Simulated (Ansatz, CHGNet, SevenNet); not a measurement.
**Pd (model structure, started from the diamond type, Fd-3m, No. 227, 2 atoms in the cell): equilibrium lattice constant a by level of theory**

No measured value is used here.

```tsv
level (code)	value (Å)
CHGNet 0.3.0	5.749
CHGNet-r²SCAN	5.663
SevenNet-0	5.667
LDA (Ansatz)	5.614
PBE (Ansatz)	5.808
PBEsol (Ansatz)	5.685
r²SCAN (Ansatz)	5.737
```

The crystal itself was run without spin with LDA, PBE, PBEsol, r²SCAN; a magnetic state was not tried in these runs. CHGNet 0.3.0: the cell moved over 20 % in volume from its start. Cutoffs differ between the levels. Ansatz's density-functional and Hartree–Fock values are scalar-relativistic unless marked +SOC, with PAW data made under PBE.

Machine-learned potentials (CHGNet 0.3.0, CHGNet-r²SCAN, SevenNet-0) are trained on DFT data: a solid inside that data is no test of them.

A model structure was made by putting elements into a prototype or built by hand; it is no filed structure, need not be a known phase, and can be a saddle point held by its symmetry.

Ansatz is an electronic-structure program.
